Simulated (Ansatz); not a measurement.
Terminations of the (111) surface of fcc Pt, measured from the surface 'clean 1x1'. Atoms come from or go to: Al: fcc Al, Cl: ½ Cl2(g), Cu: fcc Cu, Ge: germanium, In: tetragonal indium, Ni: fcc Ni, ferromagnetic, Pd: fcc Pd, Pt: fcc Pt, Sb: rhombohedral Sb, Ti: hcp Ti, Zr: hcp Zr. ΔE is the energy of forming the row's surface from that one (negative: more stable at these reservoirs); the vacuum level's shift is aligned on the shared bottom. No zero-point or thermal terms. These are constructed structures in small cells; real faces may alloy, dewet or reconstruct in larger ones, and not all known structures of the face are among them. Slabs of about 11 Å with all that they carry, Fermi-Dirac smearing of 0.1 eV. Bottom of the slabs: a bare face, its two planes held. Relaxed from the named starts with such symmetry as they have, on meshes of like density; energies extrapolated to zero smearing; no spin-orbit coupling, no U. Spin-polarised runs, if any, are marked in brackets, and their order is one that fits the cell; the others ran without spin. A dash marks a value that is undefined for that row (no clear gap, or no work function of a gapped slab) or was not read reliably on its mesh.

Computed with PBE (plane waves to 420 eV, PAW; Ansatz, a quantum-chemistry and plane-wave program).

| surface | atoms added per 1x1 | ΔE per 1x1 (eV) | shift of the vacuum level (eV) | work function (eV) |
|---|---|---|---|---|
| (√3x√3)R30°, one Pt site of the top plane empty | -0.333 Pt | [?] | -0.37 | 5.31 |
| a layer of Al in place of the third plane | +1 Al, -1 Pt | -2.02 | 0.23 | 5.94 |
| a layer of Ge in place of the third plane | +1 Ge, -1 Pt | [?] | 0.14 | 5.83 |
| (√3x√3)R30° layer of Sb, one a cell, on the site that continues the host's stacking | +0.333 Sb | -0.60 | -1.59 | 4.09 |
| (√3x√3)R30° layer of Cl, one a cell, on the site that continues the host's stacking | +0.333 Cl | [?] | -0.36 | 5.33 |
| a layer of Pd in place of the third plane | +1 Pd, -1 Pt | -0.07 | 0.00 | 5.70 |
| a layer of In in place of the third plane | +1 In, -1 Pt | 0.12 | 0.17 | 5.87 |
| a pseudomorphic layer of Ni in the other hollow [spin, 1.2 μB a cell] | +1 Ni | 0.41 | -0.82 | 4.86 |
| a layer of Zr in place of the second plane | -1 Pt, +1 Zr | -1.52 | -1.19 | 4.53 |
| (√3x√3)R30° surface alloy, Ge on one Pt site of the top plane | +0.333 Ge, -0.333 Pt | -0.38 | -0.58 | 5.11 |
| a layer of Ti in place of the second plane | -1 Pt, +1 Ti | -2.03 | -1.14 | 4.57 |
| a pseudomorphic layer of Cu in the host's stacking | +1 Cu | [?] | -0.99 | 4.68 |

What belongs in the gaps?


- (√3x√3)R30°, one Pt site of the top plane empty, ΔE per 1x1 (eV): 0.39
- a layer of Ge in place of the third plane, ΔE per 1x1 (eV): -0.31
- (√3x√3)R30° layer of Cl, one a cell, on the site that continues the host's stacking, ΔE per 1x1 (eV): -0.37
- a pseudomorphic layer of Cu in the host's stacking, ΔE per 1x1 (eV): -0.06
